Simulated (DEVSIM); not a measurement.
Device: abrupt Si p-n junction, at 250 K.

```tsv
layer (left to right)	material	thickness (μm)	Nd (cm⁻³)	Na (cm⁻³)	τn (s)	τp (s)
1	Si	0.240	-	1.1e17	2.2e-7	2.2e-7
2	Si	76.0	3.6e17	-	2.2e-7	2.2e-7
```

Left contact: ohmic. Right contact: ohmic. Voltage is applied to the left contact. Recombination: SRH at mid-gap, radiative. Mobility is μmin + (μ − μmin)/(1 + (N/Nref)^α).

The device is made up for the run: typed textbook-type constants, with dimensions and the other settings drawn at random. Values at 300 K; Nc and Nv go as T^1.5, mobilities as T to minus their exponent, the gap by Varshni's rule with the affinity fixed.

| parameter | Si |
|---|---|
| gap (eV) | 1.124 |
| affinity (eV) | 4.05 |
| permittivity | 11.7 |
| Nc (cm⁻³) | 2.86e19 |
| Nv (cm⁻³) | 3.1e19 |
| μn (cm²/Vs) | 1417 |
| μp (cm²/Vs) | 470 |
| μn,min | 52 |
| μp,min | 45 |
| Nref,n | 9.7e16 |
| Nref,p | 2.2e17 |
| αn | 0.68 |
| αp | 0.72 |
| T exponent of μn | 2.3 |
| T exponent of μp | 2.2 |
| B (cm³/s) | 4.7e-15 |
| Varshni α (eV/K) | 0.000473 |
| Varshni β (K) | 636 |

Model (solved in DEVSIM): 1D drift-diffusion, Boltzmann statistics, complete ionisation; no tunnelling, impact ionisation, image-force lowering or self-heating.

The thickness of layer 1 was swept, all else fixed.

```csv
thickness of layer 1 (μm),dark forward voltage at 1 A/cm² (V),dark forward voltage at 100 A/cm² (V),largest field in the device at zero bias (V/cm)
0.048,0.627,0.759,170000
0.084,0.658,0.785,150000
0.14,0.678,0.799,150000
0.24,0.693,0.816,150000
0.41,0.707,0.830,150000
0.72,0.720,0.841,150000
1.2,0.731,0.851,150000
```

From the first row to the last the dark forward voltage at 1 A/cm² goes from 0.627 to 0.731. From the first row to the last the dark forward voltage at 100 A/cm² goes from 0.759 to 0.851.
